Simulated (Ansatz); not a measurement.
# A computed series for hypothetical fluorite TeO2: pressure series

Base system: TeO2 in the fluorite structure (space group Fm-3m, No. 225; a = 5.385 Å; a hypothetical phase, not in the database extracts checked).

Cell and atoms are relaxed at each pressure.

The values are results of plane-wave PAW DFT at the PBE level (Ansatz, a quantum-chemistry and plane-wave program, 420 eV), spin-orbit coupling left out, earlier PAW set, not measurements.

Candidates:
(a) pressure 45 GPa
(b) pressure 9 GPa
(c) pressure 30 GPa
(d) pressure −2 GPa
(e) pressure 1.8 GPa

Base values:

The smallest direct gap is 2.38 eV.

**Question.** Order them by smallest direct gap, highest first.

**Answer.** (a) pressure 45 GPa (2.91 eV), (c) pressure 30 GPa (2.89 eV), (b) pressure 9 GPa (2.74 eV), (e) pressure 1.8 GPa (2.46 eV), (d) pressure −2 GPa (2.28 eV)

With Te present, leaving out spin-orbit coupling can change the band edges. Load acts through the strain it causes; cell and atoms are relaxed under it. Whether these cells are dynamically stable was not tested. Competing high-pressure phases were not computed.
